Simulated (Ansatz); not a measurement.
For SiO2 (P4₁2₁2, No. 92), PBE (plane waves, PAW; Ansatz, a first-principles code) gives:

| Quantity | Value |
|---|---|
| lattice parameter a | 5.085 Å |
| c axis length | 7.103 Å |
| enthalpy of formation | -2.782 eV/atom |

Task: What does r²SCAN-D4 (Ansatz, PAW) give for the same quantities?

Result: 
- lattice constant a: 4.920 Å (shrinks by 3.2 %)
- lattice parameter c: 6.792 Å (drops by 4.4 %)
- formation enthalpy: -3.038 eV/atom (moves by -0.256 eV/atom)

Changes are worked out from the printed values.

Unless a cell is named, each level is at its own relaxed cell (PBE 15.31, r²SCAN-D4 13.70 Å³/atom).

Ansatz's density-functional and Hartree–Fock values are scalar-relativistic unless marked +SOC, with PAW data made under PBE.
